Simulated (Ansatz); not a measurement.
An Ansatz (an electronic-structure program) run: Al2Pt with a change (biaxial strain −1.25 %, plane normal [111], relaxed out of plane); Ansatz, PBEsol, PAW, cutoff 420 eV, no spin-orbit coupling.

Input:

Ansatz 0.2 input:
```yaml
crystal:
  lattice:
    - [4.1174827824, 0, 0]
    - [2.0587413912, 3.5658446892, 0]
    - [2.0587413912, -1.1886148964, 3.4257443597]
  atoms:
    - { symbol: Al, position: [0.5, 0.25, 0.75] }
    - { symbol: Al, position: [0.5, 0.75, 0.25] }
    - { symbol: Pt, position: [0, 0, 0] }
basis: { ecutwfc: 420, ecutrho_ratio: 4, xc_grid: 2, fft_grid_basis: typed }
kpoints: { mp_grid: { grid: [17, 17, 17] } }
hamiltonian:
  xc: pbesol
  dispersion: none
  pseudopotentials: { kind: paw }
scf: { occupations: { method: fermi_dirac, width: 0.1 } }
relax: { f_tol: 0.005, max_steps: 50, cell: { stress_tol: 0.01, fix: [a, b, gamma] } }
output: { forces: true, stress: true }
checkpoint: { write: state.ck, write_every: 1000 }
```

Output (explanatory and most iteration lines left out):

```
Relaxation: its limit of steps is 50 (relax.max_steps)
Pseudopotential: Al, paw, valence charge 3
Pseudopotential: Pt, paw, valence charge 18
Crystal: 3 atoms, lattice volume = 50.298 Å³
Basis set: ecut = 420 eV, 947 PW (Γ), exchange–correlation on 60×60×60 points (8 copies of the dense FFT grid, shifted against one another)
Bands: 16, of which v1, the nominal top of the filled ones, is band 12 counted from 1 (11 counted from 0)
Symmetry: 12 space group operations
Space group: R-3m (ITA 166), of the structure as read, at distance tolerance 3.7e-5 Å
k-points: 489 of 4913
Functional: x = pbesol(κ = 0.804, μ = 0.12345679012345678), c = pbesol(β = 0.046)
SCF iter   1: F=—  HF=-13435.519974 eV  |F-HF|=—  |Δ(HF+E_count)|=         —  Δρ=2.59e-3  dr2=4.95e-3  ethr=1.77e-3  ⟨swp⟩=5.2  Hψ=40988  notcnv=0
SCF iter   2: F=—  HF=-13435.519302 eV  |F-HF|=—  |Δ(HF+E_count)|=   6.72e-4  Δρ=8.56e-4  dr2=3.80e-4  ethr=2.06e-5  ⟨swp⟩=2.3  Hψ=14474  notcnv=0
SCF 1 converged in 6 iterations: F = -13435.519193 eV  dr2 = 3.54e-8
relax step   1: F+E_penalty+E_count = -13435.51919265 eV  Δ(F+E_penalty+E_count) = +0.000e0 eV  max|allowed force component| = 1.785e-1 eV/Å  Δτ_max = 0.0000 Å  P = +2.789 GPa  Ω = 50.298 Å³  fix = [a, b, gamma]  reactions: a +3.960, b +3.960 GPa  (6 SCF iters, dr2 threshold 1.00e-7 eV, accepted)
[... steps on the carried basis left out ...]
relax step   4: F+E_penalty+E_count = -13435.52428372 eV  Δ(F+E_penalty+E_count) = +6.325e-7 eV  max|allowed force component| = 4.621e-5 eV/Å  Δτ_max = 0.0001 Å  P = +1.643 GPa  Ω = 50.664 Å³  energy of the carried Pulay correction = -1.238e-4 eV  fix = [a, b, gamma]  reactions: a +2.464, b +2.464 GPa  (4 SCF iters, dr2 threshold 9.26e-10 eV, accepted)
Crystal: 3 atoms, lattice volume = 50.664 Å³
SCF iter   1: F=—  HF=-13435.524426 eV  |F-HF|=—  |Δ(HF+E_count)|=         —  Δρ=3.57e-5  dr2=2.51e-8  ethr=3.47e-8  ⟨swp⟩=3.9  Hψ=64141  notcnv=0
SCF iter   2: F=—  HF=-13435.524407 eV  |F-HF|=—  |Δ(HF+E_count)|=   1.94e-5  Δρ=1.81e-5  dr2=6.23e-9  ethr=1.05e-10  ⟨swp⟩=2.0  Hψ=12370  notcnv=0
SCF 5 converged in 6 iterations: F = -13435.524407 eV  dr2 = 5.30e-13
SCF converged after 6 iterations
Free energy (F): -13435.524407 eV
Internal energy: -13435.486456 eV  (E = F + TS)
E sigma→0 (E₀):  -13435.505432 eV
Entropy (-TS):   -0.037951 eV (-12.650 meV/atom)
Fermi energy:    11.572383 eV
--- Forces (eV/Å), atoms counted from 1 ---
  atom   1  Al     0.00000000     0.00000000     0.00003196
  atom   2  Al    -0.00000000    -0.00000000    -0.00003196
  atom   3  Pt     0.00000000    -0.00000000     0.00000000
--- Stress (GPa, compression-positive) ---
        2.465217       0.000000      -0.000000
        0.000000       2.465217       0.000000
       -0.000000       0.000000       0.003802
  P = ⅓ Tr σ = 1.6447 GPa (16.447 kbar)
--- Relaxed structure (4 steps of the walk, 4 accepted, 1 SCFs on fresh bases) ---
  cell:  # Å, volume = 50.6642 Å³
    - [4.117482782398017, -1.216033626189433e-36, 5.017460903895887e-20]
    - [2.0587413911990087, 3.565844689201717, 8.654740735450145e-17]
    - [2.0587413911990087, -1.1886148964005723, 3.450700546800954]
  atoms:
    - { symbol: Al, position: [0.5050969725971449, 0.24745151370142754, 0.7423545411042826] }
    - { symbol: Al, position: [0.49490302740285513, 0.7525484862985724, 0.2576454588957174] }
    - { symbol: Pt, position: [-2.250571352068909e-19, 1.1252856760344552e-19, 3.3758570281033667e-19] }
```

Stability against distortions was not tested. All final runs are without spin polarisation. The cell was made from Al₂Pt (space group Fm-3m, No. 225) by this change: biaxial strain −1.25 %, plane normal [111], relaxed out of plane.
